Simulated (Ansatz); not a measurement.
LiH (model structure, within 0.1 Å of P6₃/mmc, No. 194, 4 atoms in the cell)

Method: G0W0@PBEsol (hard PAW, contour deformation, complete-basis limit; Ansatz, a first-principles code).

Run with largest k mesh 12×12×8 (not extrapolated in the mesh).

Cell (relaxed with PBEsol):

```yaml
crystal:
  lattice:
    - [3.23583, 0.00000, 0.00000]
    - [-1.61792, 2.80231, 0.00000]
    - [0.00000, 0.00000, 4.04437]
  atoms:
    - { symbol: Li, position: [0.66667, 0.33333, 0.06245] }
    - { symbol: Li, position: [0.33333, 0.66667, 0.56245] }
    - { symbol: H, position: [0.66667, 0.33333, 0.56275] }
    - { symbol: H, position: [0.33333, 0.66667, 0.06275] }
```

```
Item                  Result
--------  ------------------
band gap  3.73 eV (indirect)
```

Note: the gap holds a correction of +0.21 eV to the complete basis.

Computing time: roughly 3 core-hours.

A model structure was made by putting elements into a prototype or built by hand; it is no filed structure, need not be a known phase, and can be a saddle point held by its symmetry.
